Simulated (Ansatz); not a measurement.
The starting structures come from a database of crystals and need not be the phases stable at ambient conditions.

```
CELL_PARAMETERS angstrom
      6.33732     0.00000     0.00000
      0.00000     6.33732     0.00000
      3.16866    -3.16866     4.48116
ATOMIC_POSITIONS crystal
  Cs 0.75000 0.75000 0.50000
  Cs 0.00000 0.00000 0.00000
  Nb 0.25000 0.25000 0.50000
  Nb 0.50000 0.50000 0.00000
  N  0.37500 0.87500 0.25000
  N  0.87500 0.37500 0.75000
  N  0.37500 0.37500 0.25000
  N  0.37500 0.37500 0.75000
```

Space group of this cell: Fd-3m. The cell is taken as given; by PBEsol its mean pressure is -3.2 GPa.

Transport runs along the normal of the first two printed cell vectors, the (001) plane of the conventional cell.

The gap is the functional's own, uncorrected, and κ follows it; spin-orbit coupling is left out. Mid-gap values are interpolated between the computed energies.

**Question.** Compute, with PBEsol in Ansatz (an electronic-structure program), the band gap and the smallest decay constant κ at mid-gap.

**Answer.** Gap 1.60 eV on a 8×8×8 mesh; κ = 0.153 1/Å, at the zone centre.
